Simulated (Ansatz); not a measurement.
The reference is GaAs in the zinc blende structure (space group F-43m, No. 216; a = 5.659 Å). Axes: x, y, z lie along the cube axes.

All numbers come from PBEsol/PAW in Ansatz (a quantum-chemistry and plane-wave program), no spin-orbit coupling.

Strains are applied to the cell and any free atomic positions relax; under biaxial strain the out-of-plane vector relaxes too.

One change was made to it. Results:

```tsv
quantity	base	after
pressure (mean of the normal stresses, compression positive)	0.00 GPa	-0.73 GPa
band gap	0.42 eV	0.27 eV
```

Task: What was done to the base?
A) biaxial strain +3.00 %, plane normal [001], relaxed out of plane
B) biaxial strain −2.50 %, plane normal [001], relaxed out of plane
C) biaxial strain −0.50 %, plane normal [001], relaxed out of plane
D) biaxial strain +1.00 %, plane normal [001], relaxed out of plane
E) biaxial strain +0.50 %, plane normal [001], relaxed out of plane

Result: D, biaxial strain +1.00 %, plane normal [001], relaxed out of plane. For comparison, the band gap in the other runs: biaxial strain −0.50 %, plane normal [001], relaxed out of plane gives 0.44 eV; biaxial strain −2.50 %, plane normal [001], relaxed out of plane gives 0.52 eV; biaxial strain +0.50 %, plane normal [001], relaxed out of plane gives 0.34 eV; biaxial strain +3.00 %, plane normal [001], relaxed out of plane gives zero.

Stability against distortions was not tested. The final runs are not spin-polarised. Gaps under 0.05 eV, about the width of the smearing, are given as zero. The zero or small gap of GaAs under biaxial strain +1.00 %, plane normal [001], relaxed out of plane and GaAs under biaxial strain +3.00 %, plane normal [001], relaxed out of plane can change with the level of theory.
